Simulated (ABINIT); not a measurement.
Input and output of a self-consistent single point for HfB2 (P6/mmm, 3 atoms in the cell) (ABINIT).

Level of theory: PBE, spin-orbit coupling, norm-conserving pseudopotentials (PseudoDojo nc-fr-04 PBE standard) (plane waves; ABINIT).

```yaml
crystal:
  lattice:
    - [3.17967, 0.00000, 0.00000]
    - [-1.58984, 2.75367, 0.00000]
    - [0.00000, 0.00000, 3.53140]
  atoms:
    - { symbol: Hf, position: [0.00000, 0.00000, 0.00000] }
    - { symbol: B, position: [0.33333, 0.66667, 0.50000] }
    - { symbol: B, position: [0.66667, 0.33333, 0.50000] }
```

Reference input (self-consistent single point, DFT, PBE, plane waves, norm-conserving pseudopotentials (PseudoDojo nc-sr-05 PBE standard)): pseudos = [Hf.upf, B.upf]; ecut = 38 Ha; ixc = 11; occopt = 3; tsmear = 0.00367493 Ha; ngkpt = 8 8 6; nshiftk = 1; shiftk = 0 0 0; potentials = PseudoDojo nc-sr-05 PBE standard; nband = 14; kptopt = 1; nstep = 50. This run's input differs from it in these lines:

```diff
@@ -1,2 +1,2 @@
-# HfB2, PseudoDojo nc-sr-05 PBE standard
+# HfB2, PseudoDojo nc-fr-04 PBE standard
 pp_dirpath "./"
@@ -19,5 +19,7 @@
 ixc 11
+nspinor 2
+nspden 1
 occopt 3
 tsmear 0.00367493
-nband 14
+nband 30
 kptopt 1
```

Its files differ too (potentials: PseudoDojo nc-sr-05 PBE standard → PseudoDojo nc-fr-04 PBE standard).

The program printed (abridged):

```
--- !BeginCycle
solver: {iscf: 7, nstep: 50, nline: 4, wfoptalg: 0, }
tolerances: {tolvrs: 1.00E-10, }
...

     iter   Etot(hartree)      deltaE(h)  residm     vres2
 ETOT  1  -62.435512382767    -6.244E+01 7.481E-02 5.775E+02
 ETOT  2  -62.509364641983    -7.385E-02 5.993E-02 1.441E+02
 ETOT  3  -62.526873824659    -1.751E-02 3.200E-02 1.546E-01
 ETOT  4  -62.526904437364    -3.061E-05 9.392E-03 5.666E-04
 ETOT  5  -62.526904545604    -1.082E-07 1.069E-02 4.174E-06
 ETOT  6  -62.526904546307    -7.030E-10 3.664E-03 6.494E-08
 ETOT  7  -62.526904546315    -8.477E-12 4.664E-03 5.209E-10
 ETOT  8  -62.526904546315     1.634E-13 3.724E-03 3.627E-11
 At SCF step    8       vres2   =  3.63E-11 < tolvrs=  1.00E-10 =>converged.

 Cartesian components of stress tensor (hartree/bohr^3)
  sigma(1 1)=  2.71943780E-04  sigma(3 2)=  0.00000000E+00
  sigma(2 2)=  2.71943779E-04  sigma(3 1)=  0.00000000E+00
  sigma(3 3)=  2.52662622E-04  sigma(2 1)= -3.75219747E-13

 ----iterations are completed or convergence reached----

 reduced coordinates (array xred) for    3 atoms
       0.000000000000      0.000000000000      0.000000000000
       0.333333333333      0.666666666667      0.500000000000
       0.666666666667      0.333333333333      0.500000000000
 cartesian forces (eV/Angstrom) at end:
    1      0.00000000000000     0.00000000000000    -0.00000000000000
    2      0.00000000000000    -0.00000000000000    -0.00000000000000
   [... lines left out ...]
 Fermi (or HOMO) energy (hartree) =   0.44939   Average Vxc (hartree)=  -0.46864
   [... lines left out ...]
total_energy        : -6.25269045463152E+01
total_energy_eV     : -1.70144360118736E+03
band_energy         : -5.40312166795011E+00
...

-Cartesian components of stress tensor (GPa)         [Pressure= -7.8118E+00 GPa]
- sigma(1 1)=  8.00086089E+00  sigma(3 2)=  0.00000000E+00
- sigma(2 2)=  8.00086087E+00  sigma(3 1)=  0.00000000E+00
- sigma(3 3)=  7.43358972E+00  sigma(2 1)= -1.10393442E-08

 Calculation completed.
```

The run converged in 8 iterations. Against the reference run the pressure moves little (-7.76 to -7.81 GPa).

The starting cell comes from a database of computed structures (which also holds hypothetical and non-ambient phases and stackings), without a prior relaxation at this level. Its lattice was rescaled by a random factor within 2.5 % of one. With a pressure of about -8 GPa the cell is away from its equilibrium volume at this level.

Cost on one core of a shared machine: roughly 3 min.
